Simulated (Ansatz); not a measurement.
# Step by step: formation energy of SrVO3 (cubic perovskite, Pm-3m) from the elements

Subject: the formation energy of SrVO3 (cubic perovskite, Pm-3m) from the elements. Reaction: Sr (fcc) + V (bcc) + 3/2 O2 (gas) → SrVO3 (cubic perovskite). Negative: the products are lower in energy. The value is per atom of the solid.

SrVO3 (cubic perovskite, Pm-3m), 5 atoms in the cell; metallic (partly filled levels) with PBE; spin state with PBE: net moment 0.3 μB a cell. Conventional cell: a = 3.8593 Å, b = 3.8593 Å, c = 3.8593 Å, α = 90.00°, β = 90.00°, γ = 90.00°.

Setting: static, neutral cells in Ansatz (PAW) whose structures rest at the PBE level. Ansatz (an electronic-structure program) runs with its PAW set soft_1. Other levels take these structures. The lattices are those relaxed with PBE, so at other levels the solids can be strained, which adds to the spread. A dispersion term (D3(BJ), or D4 for r2SCAN) was computed beside these levels and is taken off wherever the name lacks it. Space groups of crystals are read within 0.01 Å. No Hubbard U is applied. No search over spin orders was made beyond those shown. Where moments are parallel, another order may lie lower. The state moves with the level: SrVO3 (cubic perovskite) has a net moment of 1.0 μB with r2SCAN and 0.3 μB with PBE.

Total energies of the cells in eV, at zero smearing width. They compare only within one column; the weights balance every element.

```csv
cell,atoms,weight,r2SCAN,PBE+D3(BJ)
SrVO3 (cubic perovskite),5,+1,-8185.31563,-8166.59655
Sr (fcc),1,−1,-3555.12974,-3544.43730
V (bcc),1,−1,-2917.04848,-2913.09196
O2 (gas),2,−3/2,-1131.97288,-1129.95795
```

r2SCAN: (-8185.31563) − (-3555.12974) − (-2917.04848) − 3/2 × (-1131.97288) = -15.178 eV; dividing by 5 atoms gives -3.04 eV/atom.

PBE+D3(BJ): (-8166.59655) − (-3544.43730) − (-2913.09196) − 3/2 × (-1129.95795) = -14.130 eV; dividing by 5 atoms gives -2.83 eV/atom.

What follows from the r2SCAN value: A formula unit of SrVO3 has 5 atoms, so it forms with -3.0356 × 5 = -15.178 eV, or -1464.4 kJ/mol at 96.485 kJ/mol per eV.
